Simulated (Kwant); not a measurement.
Kwant, effective-mass tight-binding model on a square grid, one spin, coherent transport at 0 K. Conductance is in e²/h.

Device: wire with a row of barriers in a GaN two-dimensional gas. Effective mass 0.22 mₑ, grid spacing 6.2 nm, hard walls, nominal width 150 nm (25 grid rows, so walls 161.2 nm apart), one parabolic valley, scattering region 620 nm long along x; energies count from the band bottom; Fermi energy swept from 6.0773e-05 to 0.00072167 eV. 2 barrier(s) across the wire, height 0.0067 eV, thickness 24.8 nm (about 4 grid columns), spaced by 37.2 nm.

Constants are typed, rounded textbook-type inputs, not results; the design itself was drawn at random and stands for no fabricated device.

Sweep values stay those of the base run.

One input was changed, with this effect: G at E = 0.5554 meV 4.0e-8 → 0.00029 e²/h; G at E = 0.3891 meV 5.2e-9 → 0.00016 e²/h; mean G over the sweep 9.5e-8 → 0.00019 e²/h; G at E = 0.2229 meV 7.2e-10 → 5.3e-5 e²/h.

**Question.** Which change was it?
A) barrier height 0.0067 → 0.008 eV
B) number of barriers 2 → 1
C) effective mass 0.22 → 0.18 mₑ

**Answer.** B, number of barriers 2 → 1
